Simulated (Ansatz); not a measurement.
Sr3AsN (Pm-3m, No. 221, 5 atoms in the cell; start mp-1013555) was calculated with PBE0 in Ansatz (PAW).

Settings: plane-wave cutoff 460 eV, 4×4×4 k mesh, Fermi–Dirac smearing 0.01 eV, scalar-relativistic PAW data made under PBE.

Cell (relaxed with PBEsol):

```
Sr3AsN
1.0
    5.04126     0.00000     0.00000
    0.00000     5.04126     0.00000
    0.00000     0.00000     5.04126
Sr As N
3 1 1
Cartesian
  0.00000   2.52063   2.52063
  2.52063   0.00000   2.52063
  2.52063   2.52063   0.00000
  0.00000   0.00000   0.00000
  2.52063   2.52063   2.52063
```

Q: Predict the band gap.

A: 
- band gap = 1.85 eV (on the SCF k mesh)

Note: cell and atoms aren't relaxed at this level (pressure 1.3 GPa).

Spin–orbit coupling is not included.

Computing time: around 110 core-seconds (rough).

A start named mp-… is a Materials Project structure, which need not be a measured phase.

Ansatz is an electronic-structure program.
